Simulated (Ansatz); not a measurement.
Defect: interstitial N in bcc W, neutral cell. The step: a concerted move, in which N travels most; the atom moves 1.59 Å along (0.00, 0.00, -0.50) of the unit cell; the moving atom starts with neighbours 2 W at 1.92, 4 W at 2.22 Å and ends with 2 W at 1.92, 4 W at 2.22 Å. DFT values are from Ansatz (plane-wave PAW, 420 eV unless said) in a cell of 36 host sites, spin-restricted, static, with no finite-size correction. Sites that were not tried may lie lower. For the PBE band: the saddle point's order was not checked, and it lies on a symmetry element of the cell, where a band can be held.

```json
[
 {"Level": "CHGNet universal potential (has no charge state), its own band", "Forward barrier (eV)": "0.63", "Cost of the band or of the saddle's single point": "-"},
 {"Level": "PBE, a 2×2×3 k-point mesh shifted by half a step, band relaxed", "Forward barrier (eV)": "0.65", "Cost of the band or of the saddle's single point": "around 80 core-minutes (rough)"},
 {"Level": "PBE, a 3×3×5 k-point mesh shifted by half a step, same geometries", "Forward barrier (eV)": "0.68", "Cost of the band or of the saddle's single point": "roughly 9 core-minutes"},
 {"Level": "r2SCAN at 500 eV, a 2×2×3 k-point mesh shifted by half a step, same geometries", "Forward barrier (eV)": "(withheld)", "Cost of the band or of the saddle's single point": "around 5 core-minutes (rough)"}
]
```

Task: Complete the blanks.

Result: 
- r2SCAN at 500 eV, a 2×2×3 k-point mesh shifted by half a step, same geometries, Forward barrier (eV): 0.72

Ansatz is a first-principles code.
